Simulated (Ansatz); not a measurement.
The reference is PbS in the rock salt structure (space group Fm-3m, No. 225; a = 5.903 Å). Axes: x, y, z lie along the cube axes.

Calculations: PBEsol (Ansatz, a quantum-chemistry and plane-wave program; PAW; 420 eV plane waves; without spin-orbit coupling).

Now apply this change: an isotropic linear strain of −0.50 %, atoms relaxed at fixed cell.

Predict the stress tensor and what it implies for the stiffness.

Stress of the strained cell less that of the base (GPa, compression positive):
```
   0.93    0.00    0.00
   0.00    0.93    0.00
   0.00    0.00    0.93
```

Then B = −ΔP/(ΔV/V₀) with ΔV/V₀ = -0.0149 gives secant stiffness values (nonlinear terms included at this strain): B ≈ 62 GPa.

Stability against distortions was not tested.
